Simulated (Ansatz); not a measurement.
**A computed series for HfO2: pressure series**

Base system: HfO2 in the fluorite structure (space group Fm-3m, No. 225; a = 5.0976 Å).

Cell and atoms are relaxed at each pressure.

Calculations: plane-wave PAW DFT at the PBE level (Ansatz, a first-principles code, 420 eV), scalar-relativistic without spin-orbit coupling.

```csv
P (GPa),V (Å³/atom)
-2.00,11.130
-1.00,11.084
0.90,10.999
2.10,10.946
4.50,10.846
8.99,10.669
14.98,10.454
22.49,10.213
29.99,9.998
```

A third-order Birch–Murnaghan fit to these points gives V₀ = 11.04 Å³/atom, B₀ = 246 GPa and B₀′ = 4.2. At pressure 30 GPa the volume is 90.6 % of V₀.

Between the base and pressure 22.5 GPa the gap moves from 3.75 eV to 3.93 eV, a mean slope of 8.3 meV/GPa.

Spin-orbit coupling, missing from the scalar runs, can matter with Hf. Load acts through the strain it causes; cell and atoms are relaxed under it. No phonon test of stability was made. No other phases were tried under pressure. This is not the structure that HfO2 has at room temperature and ambient pressure.
